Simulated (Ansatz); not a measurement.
Consider HfO₂ in the fluorite structure (space group Fm-3m, No. 225; a = 5.001 Å).

One thing is altered: cell and atoms relaxed at a pressure of 9 GPa.

Method: LDA, PAW, 420 eV (Ansatz, a program for electronic structure; scalar-relativistic without spin-orbit coupling).

Base, band edges from the VBM (valence, conduction): X 0.00, 3.66; W -0.23, 4.79; L -1.90, 4.56; Γ -0.65, 3.76; K -0.36, 4.25; U -0.36, 4.25 eV.

Question: Give the band edges at the high-symmetry points of the new zone, measured from its valence-band maximum.

Answer: 
| point | valence edge (eV) | conduction edge (eV) |
|---|---|---|
| Γ | -0.66 | 3.82 |
| X | 0.00 | 3.73 |
| U | -0.37 | 4.34 |
| K | -0.37 | 4.34 |
| L | -1.93 | 4.65 |
| W | -0.24 | 4.89 |

The gap is 3.73 eV, direct at X.

With Hf present, leaving out spin-orbit coupling can change the band edges. Load acts through the strain it causes; cell and atoms are relaxed under it. No phonon test of stability was made. Competing high-pressure phases were not computed. This is not the structure that HfO2 has at room temperature and ambient pressure.
